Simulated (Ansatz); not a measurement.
Start from Ca in the fcc (Cu type) structure (space group Fm-3m, No. 225; a = 5.455 Å).

Calculations: Kohn–Sham DFT with the PBEsol functional, run in Ansatz (a program for electronic structure) with PAW and 420 eV plane waves, spin-orbit coupling left out.

Base values:

The volume per atom comes out as 40.59 Å³.

Perturbation: K takes the place of Ca on all its sites, then cell and atoms are relaxed.

Tabulated Pauling electronegativity and covalent radius: Ca 1.00, 1.76 Å; K 0.82, 2.03 Å.

Problem. How does this affect the volume per atom?

Solution. The volume per atom rises by 30.52 Å³, from 40.59 Å³ to 71.11 Å³.

Whether these cells are dynamically stable was not tested. For K in this form, whether it has been made was not checked. This is not the structure that K has at room temperature and ambient pressure.
